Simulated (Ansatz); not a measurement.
**A computed series for hypothetical Amm2 Al2O3: pressure series**

Take Al2O3 (space group Amm2, No. 38; a hypothetical phase, not in the database extracts checked) as the base.

```cif
data_Al4O6
_chemical_formula_sum 'Al4 O6'
_space_group_name_H-M_alt 'Amm2'
_space_group_IT_number 38
_space_group_name_Hall 'A 2 -2'
_cell_length_a 2.82268
_cell_length_b 5.32603
_cell_length_c 8.30475
_cell_angle_alpha 90.000
_cell_angle_beta 90.000
_cell_angle_gamma 90.000
loop_
_atom_site_label
_atom_site_type_symbol
_atom_site_symmetry_multiplicity
_atom_site_Wyckoff_symbol
_atom_site_fract_x
_atom_site_fract_y
_atom_site_fract_z
_atom_site_occupancy
Al1 Al 2 a 0.00000 0.00000 0.08826 1
Al2 Al 2 b 0.50000 0.50000 0.24318 1
O1 O 4 e 0.50000 0.22380 0.12902 1
O2 O 2 a 0.00000 0.00000 0.86902 1
```
(The calculation used a cell of 5 atoms; values per cell refer to that cell.)

Cell and atoms are relaxed at each pressure.

Method: Ansatz (a first-principles code) PBEsol, no SOC.

```
pressure (GPa)  volume per atom (Å³/atom)
--------------  -------------------------
-2                                 12.660
-1                                      ?
0                                  12.485
0.3                                12.461
0.7                                12.426
1.5                                12.360
3                                  12.241
7.5                                11.909
10                                 11.739
```

### Question
Fit the third-order Birch–Murnaghan form P(V) = (3B₀/2)[(V₀/V)^(7/3) − (V₀/V)^(5/3)]·[1 + (3/4)(B₀′ − 4)((V₀/V)^(2/3) − 1)] (squares taken in P) to the rows shown and predict the withheld row.

### Answer
Least squares on the printed values gives V₀ = 12.485 Å³/atom, B₀ = 147 GPa, B₀′ = 3.2; this predicts 12.571 Å³/atom, and the run gives 12.571 Å³/atom, in agreement.

Load acts through the strain it causes; cell and atoms are relaxed under it. Stability against distortions was not tested. No other phases were tried under pressure. The base started in Cc and relaxed to Amm2 at this level.
